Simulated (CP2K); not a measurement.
**Short convergence ladders for Rb (Im-3m, 1 atom in the cell)**

```xyz
1
Lattice="4.9077 0.0000 0.0000 -1.6359 4.6270 0.0000 -1.6359 -2.3135 4.0071" Properties=species:S:1:pos:R:3 pbc="T T T"
Rb     0.0000     0.0000     0.0000
```

Base method: LDA (Pade form), GPW, DZVP-MOLOPT-SR-GTH basis, GTH-PADE potentials (GTH_POTENTIALS) in CP2K 2026.2.

Base settings: CUTOFF = 500 Ry; REL_CUTOFF = 60 Ry; SMEAR/METHOD = FERMI_DIRAC; ELECTRONIC_TEMPERATURE = 1160.45 K; KPOINTS/SCHEME = MONKHORST-PACK 4 4 4; GAMMA_CENTERED = T; XC_FUNCTIONAL = PADE; Rb/BASIS_SET = DZVP-MOLOPT-SR-GTH; Rb/POTENTIAL = GTH-PADE-q9; METHOD = GPW.

**The k-point mesh at a smearing width of 0.02 eV**

In this ladder: ELECTRONIC_TEMPERATURE = 232.09 K. Moved along: GAMMA_CENTERED.

Only quantities that move along the ladder and can be compared are tabulated.

| KPOINTS/SCHEME | free energy less the last step's (meV/atom) | pressure (GPa) |
|---|---|---|
| MONKHORST-PACK 3 3 3 | -82.06 | -0.42 |
| MONKHORST-PACK 4 4 4 | 64.40 | -0.27 |
| MONKHORST-PACK 5 5 5 | -0.68 | -0.36 |
| MONKHORST-PACK 6 6 6 | 18.02 | -0.33 |
| MONKHORST-PACK 8 8 8 | 6.29 | -0.34 |
| MONKHORST-PACK 9 9 9 | -2.09 | -0.36 |
| MONKHORST-PACK 11 11 11 | -1.70 | -0.36 |
| MONKHORST-PACK 13 13 13 | -0.09 | -0.36 |
| MONKHORST-PACK 16 16 16 | 0.00 | -0.35 |

Coarsest KPOINTS/SCHEME that holds the pressure within 0.05 GPa of the last step, with all finer ones: MONKHORST-PACK 5 5 5; the step before is off by 0.08 GPa.

Coarsest KPOINTS/SCHEME that holds the free energy within 1 meV/atom of the last step, with all finer ones: MONKHORST-PACK 13 13 13; the step before is off by 1.7 meV/atom.

**The width of Fermi-Dirac smearing**

In this ladder: KPOINTS/SCHEME = MONKHORST-PACK 7 7 7; GAMMA_CENTERED = default.

Narrow widths need finer meshes than wide ones, so the last steps can hold mesh noise.

Only quantities that move along the ladder and can be compared are tabulated; pressure and forces are left out, as mesh noise rules them at narrow widths.

| ELECTRONIC_TEMPERATURE | free energy less the last step's (meV/atom) | energy extrapolated to zero width less the last step's (meV/atom) |
|---|---|---|
| 11604.5 K | -1270.53 | -159.84 |
| 5802.26 K | -349.22 | -12.23 |
| 3481.36 K | -125.91 | -1.76 |
| 2320.9 K | -54.36 | -0.94 |
| 580.23 K | 0.00 | 0.00 |

Widest ELECTRONIC_TEMPERATURE that holds the free energy within 5 meV/atom: not settled: the last two steps still differ by 54 meV/atom, over half the tolerance, so the ladder does not show it.

State of the energy extrapolated to zero width at the end of the ladder: still drifting one way, by 1.8 meV/atom over the last two steps, so the last step is no safe reference.

The extrapolation to zero width removes most of the smearing's effect on the energy.

**The width of cold smearing**

In this ladder: SMEAR/METHOD = MARZARI_VANDERBILT; ELECTRONIC_TEMPERATURE = default; KPOINTS/SCHEME = MONKHORST-PACK 7 7 7; GAMMA_CENTERED = default.

Narrow widths need finer meshes than wide ones, so the last steps can hold mesh noise.

Only quantities that move along the ladder and can be compared are tabulated; pressure and forces are left out, as mesh noise rules them at narrow widths.

| SIGMA | free energy less the last step's (meV/atom) |
|---|---|
| 1 eV | -45.79 |
| 0.5 eV | -6.08 |
| 0.3 eV | -2.79 |
| 0.2 eV | -1.93 |
| 0.1 eV | -0.18 |
| 0.05 eV | 0.00 |

Widest SIGMA that holds the free energy within 1 meV/atom of the last step, with all finer ones: 0.1 eV; the step before is off by 1.9 meV/atom.

On the base run: the starting cell has typed, rounded lattice constants, without a prior relaxation at this level. Its lattice was rescaled by up to half a per cent. Values carry the incompleteness of an atom-centred basis.

Left out of this page: 4 runs of the series outside the window shown, repeating another row's setting, or not comparable.
